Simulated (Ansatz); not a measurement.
The reference is ZnCu in the CsCl type structure (space group Pm-3m, No. 221).

Space group Pm-3m (No. 221); a = 2.9638 Å, b = 2.9638 Å, c = 2.9638 Å, α = 90.00°, β = 90.00°, γ = 90.00°

| atom | site | symmetry | x | y | z |
|---|---|---|---|---|---|
| Zn | 1b | m-3m | 0.5000 | 0.5000 | 0.5000 |
| Cu | 1a | m-3m | 0.0000 | 0.0000 | 0.0000 |

Calculations: PBE (Ansatz, a program for electronic structure), without spin-orbit coupling.

For the base:

```
Item                Value
---------------  --------
Volume per atom  13.02 Å³
```

It is then changed as follows: every Cu is replaced by Au, then cell and atoms are relaxed.

Question: How does this affect the volume per atom?

Answer: The volume per atom rises by 3.16 Å³, from 13.02 Å³ to 16.18 Å³.

Stability against distortions was not tested. All final runs are without spin polarisation.
